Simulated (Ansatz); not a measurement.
**Point defects in MnSi**

Start from an 8-atom supercell of MnSi (space group P2_13, No. 198; ferromagnetic) at its relaxed geometry.

```
CELL_PARAMETERS angstrom
      4.51822     0.00000     0.00000
      0.00000     4.51822     0.00000
      0.00000     0.00000     4.51822
ATOMIC_POSITIONS crystal
  Mn 0.13642 0.13642 0.13642
  Mn 0.63642 0.36358 0.86358
  Mn 0.86358 0.63642 0.36358
  Mn 0.36358 0.86358 0.63642
  Si 0.84517 0.84517 0.84517
  Si 0.34517 0.65483 0.15483
  Si 0.15483 0.34517 0.65483
  Si 0.65483 0.15483 0.34517
```

One neutral defect a cell, atoms relaxed at fixed cell.

Calculations: DFT with PBE, PAW potentials and a 420 eV plane-wave cutoff in Ansatz (a quantum-chemistry and plane-wave program), without spin-orbit coupling, earlier PAW set.

| case | pressure | largest displacement of a host atom from its site in the perfect cell |
|---|---|---|
| perfect supercell | 0.0 GPa | – |
| Hg on a Mn site | 27.8 GPa | 0.22 Å |
| Mg on a Si site | 13.1 GPa | 0.17 Å |
| Mn vacancy, symmetric start | -4.6 GPa | 0.15 Å |
| Si vacancy | -3.4 GPa | 0.11 Å |

The magnetic state is the one reached from the starting moments; the real material's order can differ, and small cells can't hold many antiferromagnetic ones. In so small a cell the defect repeats every few ångströms: this is an ordered compound, not a dilute defect. Defects with a symmetric start kept the site's symmetry and may sit on a saddle; the others started slightly shaken.
